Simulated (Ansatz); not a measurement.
# Effort and miss along a sweep of basis.ecutwfc: Y2Al3Si2 (C2/m, 7 atoms in the cell)

Cell: a = 5.4939 Å, b = 5.4939 Å, c = 6.6170 Å, α = 100.56°, β = 100.56°, γ = 43.09°.

Method of the run: PBEsol, default PAW files made with PBE (plane waves; Ansatz, a program for electronic structure).

Base settings: basis.ecutwfc = 30.9 Ry; kpoints.mp_grid.grid = 5 5 3; hamiltonian.xc = pbesol; hamiltonian.pseudopotentials = {kind: paw} (the program's default PAW files); scf.occupations.method = fermi_dirac; scf.occupations.width = 0.0073 Ry.

Misses are taken against the tightest run, 61.7 Ry, which need not be fully converged itself. The energy is the free energy per atom.

The count of work is k-points × plane waves × bands × iterations; it is no time, and leaves out set-up, grids and terms that scale otherwise. 

Ansatz's pressure holds its estimate of the finite-basis (Pulay) stress, which hides part of the cutoff error; the uncorrected pressure shows it.

The starting cell comes from a database of published, mostly measured structures (it also holds non-ambient and calculated ones), without a prior relaxation at this level. Ansatz's pressure includes its estimate of the finite-basis (Pulay) stress.

The runs (basis.ecutwfc): 12.5 Ry | 15.4 Ry | 18.4 Ry | 21.7 Ry | 24.6 Ry | 27.9 Ry | 30.9 Ry | 35.6 Ry | 40.1 Ry | 46.3 Ry | 54 Ry | 61.7 Ry.

### Question
Which is the coarsest setting among those run that, with all tighter ones, holds the energy within 2 meV/atom of the reference, and what does it save?

### Answer
27.9 Ry, off by 1.6 meV/atom; it needs 0.31 of the reference's count of work.

### Question
Which is the coarsest setting among those run that, with all tighter ones, holds the energy within 1 meV/atom of the reference, and what does it save?

### Answer
30.9 Ry, off by 0.36 meV/atom; it needs 0.35 of the reference's count of work.

### Question
What does the step from 12.5 Ry to 40.1 Ry buy?

### Answer
It takes the miss in the energy from 880 to 0.09 meV/atom, for 5.7 times the count of work.

| basis.ecutwfc | energy less reference (meV/atom) | pressure less reference (GPa) | largest difference in the force on any atom (eV/Å) | uncorrected pressure less reference (GPa) | count of work / reference |
|---|---|---|---|---|---|
| 12.5 Ry | 878.28 | 2.27 | 0.158 | -22.00 | 0.092 |
| 15.4 Ry | 272.63 | 1.52 | 0.085 | -7.92 | 0.13 |
| 18.4 Ry | 85.35 | 0.48 | 0.034 | -2.83 | 0.16 |
| 21.7 Ry | 24.85 | 0.13 | 0.025 | -1.02 | 0.21 |
| 24.6 Ry | 7.61 | 0.06 | 0.006 | -0.40 | 0.25 |
| 27.9 Ry | 1.58 | 0.01 | 0.001 | -0.11 | 0.31 |
| 30.9 Ry | 0.36 | 0.00 | 0.000 | -0.02 | 0.35 |
| 35.6 Ry | 0.14 | 0.00 | 0.000 | 0.00 | 0.44 |
| 40.1 Ry | 0.09 | 0.00 | 0.000 | 0.00 | 0.52 |
| 46.3 Ry | 0.04 | 0.00 | 0.000 | 0.00 | 0.65 |
| 54 Ry | 0.02 | 0.00 | 0.000 | 0.00 | 0.82 |
| 61.7 Ry | 0.00 | 0.00 | 0.000 | 0.00 | 1.0 |

Keys are those of Ansatz 0.2.
